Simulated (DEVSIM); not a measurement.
Device: abrupt GaAs n-p junction, at 300 K.

```csv
layer (left to right),material,thickness (μm),Nd (cm⁻³),Na (cm⁻³),τn (s),τp (s)
1,GaAs,99.0,2e17,-,4e-10,4e-10
2,GaAs,38.0,-,4.8e14,1.2e-8,4e-10
```

Left contact: ohmic. Right contact: ohmic. Voltage is applied to the left contact. Recombination: SRH at mid-gap, Auger. Mobility is μmin + (μ − μmin)/(1 + (N/Nref)^α).

This is a model device: material constants are rounded textbook-type values typed into the input, and sizes, dopings and lifetimes were drawn at random. Values at 300 K.

```tsv
parameter	GaAs
gap (eV)	1.424
affinity (eV)	4.07
permittivity	12.9
Nc (cm⁻³)	4.7e17
Nv (cm⁻³)	9e18
μn (cm²/Vs)	8500
μp (cm²/Vs)	400
μn,min	500
μp,min	20
Nref,n	6e16
Nref,p	1.5e17
αn	0.39
αp	0.38
Cn (cm⁶/s)	1e-30
Cp (cm⁶/s)	1e-30
```

DEVSIM, 1D drift-diffusion, Boltzmann statistics, complete ionisation; no tunnelling, impact ionisation, image-force lowering or self-heating.

Problem. Tabulate band edges, carrier densities and field at -1.05 V on the left contact.

Solution. Energies count from the Fermi level of the right contact; mesh points crowd at the junctions.

```json
[
 {"x (μm)": "0.000", "Ec (eV)": "1.072", "Ev (eV)": "-0.352", "n (cm⁻³)": "2.0e17", "p (cm⁻³)": "< 1e2", "field (V/cm)": "≈ 0"},
 {"x (μm)": "0.06105", "Ec (eV)": "1.072", "Ev (eV)": "-0.352", "n (cm⁻³)": "2.0e17", "p (cm⁻³)": "< 1e2", "field (V/cm)": "≈ 0"},
 {"x (μm)": "0.2653", "Ec (eV)": "1.072", "Ev (eV)": "-0.352", "n (cm⁻³)": "2.0e17", "p (cm⁻³)": "< 1e2", "field (V/cm)": "≈ 0"},
 {"x (μm)": "1.001", "Ec (eV)": "1.072", "Ev (eV)": "-0.352", "n (cm⁻³)": "2.0e17", "p (cm⁻³)": "< 1e2", "field (V/cm)": "≈ 0"},
 {"x (μm)": "5.436", "Ec (eV)": "1.072", "Ev (eV)": "-0.352", "n (cm⁻³)": "2.0e17", "p (cm⁻³)": "< 1e2", "field (V/cm)": "≈ 0"},
 {"x (μm)": "18.55", "Ec (eV)": "1.072", "Ev (eV)": "-0.352", "n (cm⁻³)": "2.0e17", "p (cm⁻³)": "< 1e2", "field (V/cm)": "≈ 0"},
 {"x (μm)": "60.25", "Ec (eV)": "1.072", "Ev (eV)": "-0.352", "n (cm⁻³)": "2.0e17", "p (cm⁻³)": "< 1e2", "field (V/cm)": "≈ 0"},
 {"x (μm)": "91.75", "Ec (eV)": "1.072", "Ev (eV)": "-0.352", "n (cm⁻³)": "2.0e17", "p (cm⁻³)": "17000", "field (V/cm)": "≈ 0"},
 {"x (μm)": "96.88", "Ec (eV)": "1.072", "Ev (eV)": "-0.352", "n (cm⁻³)": "2.0e17", "p (cm⁻³)": "1.3e9", "field (V/cm)": "≈ 0"},
 {"x (μm)": "98.42", "Ec (eV)": "1.072", "Ev (eV)": "-0.352", "n (cm⁻³)": "2.0e17", "p (cm⁻³)": "3.9e10", "field (V/cm)": "≈ 0"},
 {"x (μm)": "98.85", "Ec (eV)": "1.072", "Ev (eV)": "-0.352", "n (cm⁻³)": "2.0e17", "p (cm⁻³)": "9.9e10", "field (V/cm)": "≈ 0"},
 {"x (μm)": "98.99", "Ec (eV)": "1.083", "Ev (eV)": "-0.341", "n (cm⁻³)": "1.3e17", "p (cm⁻³)": "2.1e11", "field (V/cm)": "11000"},
 {"x (μm)": "99.03", "Ec (eV)": "1.148", "Ev (eV)": "-0.276", "n (cm⁻³)": "1.0e16", "p (cm⁻³)": "2.6e12", "field (V/cm)": "9500"},
 {"x (μm)": "99.19", "Ec (eV)": "1.222", "Ev (eV)": "-0.201", "n (cm⁻³)": "5.9e14", "p (cm⁻³)": "4.7e13", "field (V/cm)": "3000"},
 {"x (μm)": "100.0", "Ec (eV)": "1.284", "Ev (eV)": "-0.140", "n (cm⁻³)": "5.2e13", "p (cm⁻³)": "5.2e14", "field (V/cm)": "29"},
 {"x (μm)": "102.8", "Ec (eV)": "1.281", "Ev (eV)": "-0.143", "n (cm⁻³)": "4.2e13", "p (cm⁻³)": "5.2e14", "field (V/cm)": "-13"},
 {"x (μm)": "112.3", "Ec (eV)": "1.262", "Ev (eV)": "-0.162", "n (cm⁻³)": "2.4e13", "p (cm⁻³)": "5.0e14", "field (V/cm)": "-27"},
 {"x (μm)": "128.9", "Ec (eV)": "1.204", "Ev (eV)": "-0.220", "n (cm⁻³)": "1.1e13", "p (cm⁻³)": "4.9e14", "field (V/cm)": "-41"},
 {"x (μm)": "135.5", "Ec (eV)": "1.176", "Ev (eV)": "-0.248", "n (cm⁻³)": "3.0e12", "p (cm⁻³)": "4.8e14", "field (V/cm)": "-44"},
 {"x (μm)": "136.6", "Ec (eV)": "1.171", "Ev (eV)": "-0.253", "n (cm⁻³)": "8.9e11", "p (cm⁻³)": "4.8e14", "field (V/cm)": "-45"},
 {"x (μm)": "136.9", "Ec (eV)": "1.170", "Ev (eV)": "-0.254", "n (cm⁻³)": "2.3e11", "p (cm⁻³)": "4.8e14", "field (V/cm)": "-45"},
 {"x (μm)": "137.0", "Ec (eV)": "1.170", "Ev (eV)": "-0.254", "n (cm⁻³)": "< 1e2", "p (cm⁻³)": "4.8e14", "field (V/cm)": "-45"}
]
```
